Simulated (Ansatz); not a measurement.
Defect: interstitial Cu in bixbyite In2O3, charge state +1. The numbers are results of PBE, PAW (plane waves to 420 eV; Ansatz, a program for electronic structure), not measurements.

Cell of 80 host sites held at the relaxed PBE lattice; one k-point at (0.250, 0.250, 0.250); Fermi-Dirac width 0.01 eV, spin-restricted; finite-size errors left in. Static, classical nuclei. The charge state is imposed; whether it is stable for some Fermi level was not computed. Sites that were not tried may lie lower.

Barriers: single points on a 2×2×2 k-point mesh shifted by half a step at the bands' geometries (they differ from the bands' own by up to 0.06 eV, and are uncertain by about as much).

The step: one Cu atom jumps by itself; the atom moves 1.89 Å along (0.13, 0.00, 0.13) of the unit cell; the moving atom starts with neighbours In at 2.41; O at 1.88, O at 1.90, O at 2.11 Å and ends with In at 2.41; O at 1.88, O at 1.90, O at 2.11 Å.

Question: Estimate the migration barrier of this step that PBE, PAW returns for this input.

Answer: 0.26 eV, the same both ways. At the saddle the moving atom has neighbours In at 2.46, In at 2.60, In at 2.62; O at 2.07, O at 2.09, 2 O at 2.34, O at 2.65, O at 2.69 Å. The saddle point's order was not checked.
